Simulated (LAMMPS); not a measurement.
Consider InP (zinc blende), 1728 atoms, at 200 K and 0 GPa, heated as the crystal in molecular dynamics.

All values are model results, not measurements: classical MD, pair style vashishta, file InP.vashishta; code LAMMPS.

The state found is crystal; no diffusion seen in 30 ps and the density is 4.7561 ± 0.0001 g/cm³. The volume per atom is 25.4510 ± 0.0002 Å³ and the enthalpy per atom comes out as -3.4302 ± 0.0001 eV. The first peak of g(r), In-P is 2.54 Å, height 19.5 and the coordination number of In by P comes out as 4.00 (counted to 3.46 Å). The coordination number of P by In comes out as 4.00 (counted to 3.46 Å), the most common P-In-P angle is in the 3° bin centred on 109.5° (mean of all 109°) and the mean frequency of the velocity spectrum is 6.6 THz. The cost is around 2.0 core-minutes (rough).

Potential: file InP.vashishta of the LAMMPS distribution; its header cites Branicio, Rino, Gan and Tsuzuki, J. Phys Condensed Matter 21 (2009) 095002.

States go by the mean squared displacement: a species diffuses where it passes 1.5 Å², still rises and gives D over 1e-6 cm²/s; a crystal has left its structure where atoms lie 0.35 Å off their sites on average or a cubic box changes its shape by 3 %.

Errors shown are sampling errors alone.
